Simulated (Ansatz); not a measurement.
# Element substitutions in hypothetical anti-CdI2 type Sr2C

The reference is Sr2C in the anti-CdI2 type structure (space group P-3m1, No. 164; a hypothetical phase, not in the database extracts checked; layered, stacked along the Cartesian z axis).

```
CELL_PARAMETERS angstrom
      4.13192     0.00000     0.00000
     -2.06596     3.57835     0.00000
      0.00000     0.00000     6.72128
ATOMIC_POSITIONS crystal
  C  0.00000 0.00000 0.00000
  Sr 0.33333 0.66667 0.19567
  Sr 0.66667 0.33333 0.80433
```

Each row replaces one element on all its sites; cell and atoms are relaxed.

All numbers come from Ansatz (an electronic-structure program) r2SCAN+rVV10, no spin-orbit coupling.

```
case     c/a ratio  shortest interatomic distance
-------  ---------  -----------------------------
base         1.627                        2.724 Å
Sr → Mg      1.403                        2.221 Å
Sr → Y       1.732                        2.473 Å
Sr → Ba      1.810                        2.816 Å
```

Whether these cells are dynamically stable was not tested. As relaxed here, Mg2C, Y2C and Ba2C are hypothetical phases, not in the database extracts checked. The final runs are not spin-polarised.
